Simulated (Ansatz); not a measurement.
A series of runs on K (Im-3m, 1 atom in the cell)

```
K
1.0
   -2.68084     2.68084     2.68084
    2.68084    -2.68084     2.68084
    2.68084     2.68084    -2.68084
K
1
Direct
  0.00000   0.00000   0.00000
```

Base run A: PBE, PAW files in Ansatz (a first-principles code), self-consistent single point.

Its settings: basis.ecutwfc = 420 eV; kpoints.mp_grid.grid = 12 12 12; hamiltonian.xc = pbe; hamiltonian.pseudopotentials = {kind: paw} (the program's default PAW files); scf.occupations.method = fermi_dirac; scf.occupations.width = 0.1 eV.

The starting cell comes from a database of computed structures (which also holds hypothetical and non-ambient phases and stackings), without a prior relaxation at this level. Its lattice was rescaled by a random factor within 2.5 % of one. Ansatz's pressure includes its estimate of the finite-basis (Pulay) stress.

Runs:
- B: hamiltonian.xc: pbe → lda [LDA (PW92)]
- C: hamiltonian.xc: pbe → pbesol [PBEsol]
- D: hamiltonian.xc: pbe → rpbe [RPBE]
- E: hamiltonian.xc: pbe → revpbe [revPBE]
- F: hamiltonian.xc: pbe → blyp [BLYP]
- G: basis.ecutwfc: 420 eV → 500 eV; hamiltonian.xc: pbe → r2scan [r2SCAN]

What does run G change against A?

The pressure goes from -0.13 to -0.02 GPa.

What does run E change against A?

The pressure goes from -0.13 to 0.12 GPa.

What does run B change against A?

The pressure goes from -0.13 to -0.57 GPa.

```csv
run,pressure (GPa)
A,-0.13
B,-0.57
C,-0.25
D,0.15
E,0.12
F,-0.05
G,-0.02
```

Keys are those of Ansatz 0.2.
